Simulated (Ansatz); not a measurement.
The starting structures come from a database of crystals and need not be the phases stable at ambient conditions.

By PBEsol, the system below comes out a metal.

Without scattering a metal conducts by its projected Fermi surface.

Here is the system:

```
CELL_PARAMETERS angstrom
      3.81682     0.00000     0.00000
      0.00000     3.81682     0.00000
      0.00000     0.00000     3.81682
ATOMIC_POSITIONS crystal
  V  0.00000 0.00000 0.00000
  Ir 0.50000 0.50000 0.00000
  Ir 0.00000 0.50000 0.50000
  Ir 0.50000 0.00000 0.50000
```

The cell is taken as given; by PBEsol it stands under a pressure of -6.0 GPa.

The current flows along the normal of the first two printed cell vectors, the (001) plane of the conventional cell. No spin-orbit coupling; the value is a mean over 0.1 eV about the Fermi level.

Problem. State the ballistic conductance per area according to PBEsol run with Ansatz (a first-principles code).

Solution. 0.73 × 10¹⁵ S/m² for both spins.
